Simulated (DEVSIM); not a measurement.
# abrupt Si n-p junction

Structure: abrupt Si n-p junction, at 300 K.

```csv
layer (left to right),material,thickness (μm),Nd (cm⁻³),Na (cm⁻³),τn (s),τp (s)
1,Si,0.960,4.6e16,-,5.7e-6,5.7e-6
2,Si,0.390,-,5.4e12,5.7e-6,5.7e-6
```

Left contact: ohmic. Right contact: ohmic. Voltage is applied to the left contact. Recombination: SRH at mid-gap, Auger. Mobility is constant in doping.

The device is made up for the run: typed textbook-type constants, with dimensions and the other settings drawn at random. Values at 300 K.

```tsv
parameter	Si
gap (eV)	1.124
affinity (eV)	4.05
permittivity	11.7
Nc (cm⁻³)	2.86e19
Nv (cm⁻³)	3.1e19
μn (cm²/Vs)	1417
μp (cm²/Vs)	470
Cn (cm⁶/s)	2.8e-31
Cp (cm⁶/s)	9.9e-32
```

DEVSIM, 1D drift-diffusion, Boltzmann statistics, complete ionisation; no tunnelling, impact ionisation, image-force lowering or self-heating.

Potential step across the device at zero bias: 0.555 V
Largest field in the device at zero bias: 16000 V/cm
Dark forward voltage at 1 A/cm²: 0.270 V
Dark forward voltage at 100 A/cm²: 0.426 V

Dark reverse current:

| V (V) | J (A/cm²) |
|---|---|
| 0.40 | 0.00011 |
| 1.00 | 0.00018 |
| 2.00 | 0.00029 |
| 3.00 | 0.00039 |
| 4.00 | 0.00048 |
| 6.00 | 0.00066 |
| 8.00 | 0.00082 |
| 10.00 | 0.00097 |
| 13.00 | 0.0012 |

Dark forward current:

(V (V), J (A/cm²)): (-0.05, -0.00034); (-0.10, -0.0024); (-0.15, -0.015); (-0.20, -0.089); (-0.25, -0.51); (-0.30, -2.8); (-0.35, -13); (-0.40, -55); (-0.45, -170); (-0.50, -410); (-0.55, -790); (-0.60, -1300); (-0.65, -1900); (-0.70, -2700)
